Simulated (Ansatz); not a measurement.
Consider this model of amorphous Se$_{54}$I$_{4}$.

```xyz
58
Lattice="12.2050 0.0538 -1.1142 0.0538 10.8176 -0.3801 -1.1142 -0.3801 13.3565" Properties=species:S:1:pos:R:3 pbc="T T T"
Se     9.5871    10.3012     1.2052
Se     9.5142     0.0194     4.9600
Se     6.7656     1.4613    12.2365
Se     5.8741     7.2316     1.5488
Se     7.7766     4.4696     7.9030
Se     2.2354     8.2935     1.6065
Se     4.9704     2.7521     6.8962
Se     9.7634     0.9852     7.1009
Se     2.6711     6.4729     9.9690
Se     0.8326     6.6436    11.4552
Se     8.0591     9.7437     9.6711
Se     3.8636     9.4937     7.2324
Se     5.4459    10.5520     4.3430
Se     3.7020     6.4084     1.8267
Se     8.8481     7.2922     3.5337
Se     3.8658     9.5564    -0.6534
Se     0.0983     1.4351     3.8339
Se    10.2358     2.3911     3.2891
Se     1.0105    -0.1248    12.3246
Se     4.5746     6.0486     5.8991
Se     2.0712     1.9753    12.5983
Se     0.7649     4.6717     0.8004
Se     3.7010     1.3435     5.4417
Se     0.0673     8.7334     4.4902
Se     9.2013     7.8869     1.2539
Se     2.4973     3.1318     1.3571
Se     7.3913    10.4321    -0.9327
Se     8.5155     6.4610     6.8679
Se    -0.4321     4.5697     8.7013
Se     9.0175     5.8110    10.5607
Se     4.4746     9.2976    11.0404
Se     0.1896     9.9006     7.7186
Se    10.6400     6.9257     7.9871
Se    10.0516     7.3779    12.0034
Se    -0.4122     7.7072     7.0828
Se     2.3096     9.2272     3.7636
Se    10.9047     3.5407    -0.2869
Se     8.1768     2.7159     6.3491
Se     6.9397     0.9457     3.4185
Se    10.2066     9.4193    10.7143
Se    11.6341     0.1601     0.7756
Se     6.5272     3.1065     0.5962
Se     5.3500     1.4021     1.5755
Se     8.5242     9.7633     7.3882
Se     2.2184     9.6738     8.9520
Se    -0.2564     4.4707    11.0872
Se    11.6561     6.6333     2.4722
Se     3.8755     4.5608    10.6054
Se     5.1698     7.5661     7.6057
Se     9.9582     4.3328     1.7301
Se     6.8320     6.8027    10.7227
Se     5.5247     5.3630    12.1189
Se     3.2200     4.4160     7.0348
Se     6.5072     7.8593     3.8133
I     10.3236     1.7940    10.1572
I      1.1489     2.2533     8.3144
I      5.6164     1.7894     9.4831
I      1.1137     4.9934     4.8471
```

Level of theory: PBE-D3(BJ), scalar-relativistic without spin-orbit coupling, PAW (Ansatz default set, large-core I and Se) (plane waves to 420 eV; Ansatz, a program for electronic structure).

A CHGNet melt-quench gave the starting glass, which DFT then relaxed. The hot cell started wider than the set density and was brought back towards it in steps. It is the lowest in DFT energy of 3 quenches. It is a model cell: composition and starting density were chosen by hand, and all elements were melted together. The geometry includes D3(BJ) dispersion. Its density started from a set value of 4.47 and ended at 4.53 g/cm³. Cooling (nominally 53 K/ps over its main leg) ran many orders faster than in experiment, which tends to leave more defects and strain. A cell of this size samples the disorder only roughly. Volume and shape were free in the relaxation.

Cut-offs for bonds: Se-Se 2.68 Å, Se-I 3.11 Å, I-I 3.34 Å.

### Question
Give the coordination numbers, mean bond lengths and angles.

### Answer

```json
{
 "Mean coordination of Se": "2.09 (1 with 1, 47 with 2, 6 with 3)",
 "Mean coordination of I": "1.25 (1 with 0, 1 with 1, 2 with 2)",
 "Mean Se-Se bond": "2.401 Å (spread 0.054 Å, 54 counted)",
 "Mean Se-I bond": "2.876 Å (spread 0.162 Å, 5 counted)",
 "Bond angle at Se": "mean 103.4°, spread 11.5°"
}
```

### Question
Which atoms depart from the most common coordination of their element?

### Answer
Se2 has 1 (Se8 2.36 Å); Se3 has 3 (Se27 2.36 Å, Se42 2.52 Å, I57 3.00 Å); Se7 has 3 (Se23 2.39 Å, Se53 2.42 Å, I57 2.83 Å); Se8 has 3 (Se2 2.36 Å, Se38 2.47 Å, Se44 2.51 Å; I55 at 3.21 Å just beyond); Se29 has 3 (Se46 2.39 Å, Se33 2.60 Å, I56 2.83 Å); Se33 has 3 (Se28 2.45 Å, Se35 2.47 Å, Se29 2.60 Å); Se53 has 3 (Se20 2.41 Å, Se7 2.42 Å, I58 3.09 Å); I55 has 0 (; Se8 at 3.21 Å just beyond; Se46 at 3.18 Å just beyond); I56 has 1 (Se29 2.83 Å).
